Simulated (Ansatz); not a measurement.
Hexagonal WC, treated with rVV10 (PAW; Ansatz, a quantum-chemistry and plane-wave program).

Numerical settings: plane-wave cutoff 520 eV, 24×24×20 k mesh (along the axes of the cell as run), Fermi–Dirac smearing 0.05 eV, no spin polarisation, scalar-relativistic PAW data made under PBE.

The cell is scaled about its equilibrium volume:

Shape and atoms are relaxed at each volume.

| V (Å³/atom) | P (GPa) | c (Å) | a (Å) |
|---|---|---|---|
| 10.307 | 16.27 | 2.834 | 2.898 |
| 10.522 | 7.70 | 2.850 | 2.920 |
| 10.736 | 0.00 | 2.866 | 2.941 |
| 10.951 | -6.92 | 2.882 | 2.962 |
| 11.166 | -13.14 | 2.897 | 2.983 |

Note: the bulk modulus comes from volumes at which shape and atoms were relaxed.
